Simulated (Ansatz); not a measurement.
# ZrO2: pressure series

The parent structure is ZrO2 (space group P4_2/nmc, No. 137; a = 3.621 Å, c = 5.284 Å).

Cell and atoms are relaxed at each pressure.

Computed with PBE (Ansatz, a quantum-chemistry and plane-wave program), no spin-orbit coupling, earlier PAW set.

Candidates:
(a) pressure −1 GPa
(b) pressure 22.5 GPa
(c) pressure 9 GPa
(d) pressure 0.9 GPa

For the base:

| Property | Result |
|---|---|
| c/a ratio | 1.459 |

Order them by c/a ratio, highest first.

(a) pressure −1 GPa (1.462), (d) pressure 0.9 GPa (1.457), (c) pressure 9 GPa (1.441), (b) pressure 22.5 GPa (1.427)

Load acts through the strain it causes; cell and atoms are relaxed under it. No phonon test of stability was made. No other phases were tried under pressure. This is not the structure that ZrO2 has at room temperature and ambient pressure.
